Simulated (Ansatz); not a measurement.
We consider cubic perovskite KMgF3, described by r²SCAN+rVV10 (Ansatz, an electronic-structure program, plane waves, PAW).

Settings: plane-wave cutoff 560 eV, 8×8×8 k mesh, Fermi–Dirac smearing 0.01 eV, scalar-relativistic PAW data made under PBE.

Results at a series of volumes:

```json
[
 {"V (Å³/atom)": "11.697", "E − E_lowest (meV/atom)": "12.71"},
 {"V (Å³/atom)": "11.946", "E − E_lowest (meV/atom)": "5.45"},
 {"V (Å³/atom)": "12.194", "E − E_lowest (meV/atom)": "1.31"},
 {"V (Å³/atom)": "12.443", "E − E_lowest (meV/atom)": "0.00"},
 {"V (Å³/atom)": "12.692", "E − E_lowest (meV/atom)": "1.22"},
 {"V (Å³/atom)": "12.941", "E − E_lowest (meV/atom)": "4.71"},
 {"V (Å³/atom)": "13.190", "E − E_lowest (meV/atom)": "10.21"}
]
```

Fit the third-order Birch–Murnaghan equation and give B0 and B′.

V0 = 12.443 Å³/atom, B0 = 81.2 GPa, B′ = 4.4 (fit to the energies at full precision).

Measured, for comparison: bulk modulus 75.1 GPa (room temperature, no zero-point or thermal correction, our sources range from 71.2 to 75.1; as tabulated in Vaitheeswaran et al. (2007), arXiv:cond-mat/0703621); equilibrium volume per atom 12.70 Å³/atom (room temperature, no zero-point or thermal correction; as tabulated in Vaitheeswaran et al. (2007), arXiv:cond-mat/0703621). Computed (rounded) less measured: bulk modulus +8 % (+8 % to +14 % over the range), equilibrium volume per atom -2.0 %. A static lattice is as a rule a little smaller and stiffer than an uncorrected measurement, which narrows the difference in the bulk modulus and would widen misses of the other sign.
